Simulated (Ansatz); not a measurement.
The starting structures come from a database of crystals and need not be the phases stable at ambient conditions.

Data:

```
Na2CO3
1.0
    5.21057     0.00000     0.00000
    0.00000     6.07266     0.00000
    2.60528     0.00000     4.51249
Na C O
4 2 6
Direct
  0.33333   0.75000   0.33333
  0.66667   0.25000   0.66667
  0.00000   0.50000   0.00000
  0.00000   0.00000   0.00000
  0.66667   0.75000   0.66667
  0.33333   0.25000   0.33333
  0.38073   0.75000   0.80963
  0.61927   0.25000   0.19037
  0.19036   0.25000   0.19037
  0.80963   0.75000   0.80963
  0.80963   0.75000   0.38073
  0.19037   0.25000   0.61927
```

Space group of this cell: P6_3/mmc. The cell is taken as given.

Transport runs along the normal of the first two printed cell vectors, the (100) plane of the conventional cell.

The gap is the functional's own. No spin-orbit coupling. Mid-gap values are interpolated on the energy grid.

Task: Give the band gap and the smallest decay constant κ at mid-gap that r2SCAN (Ansatz, a first-principles code) yields.

Result: Gap 4.05 eV on a 8×6×8 mesh; κ = 0.461 1/Å, at the zone centre.
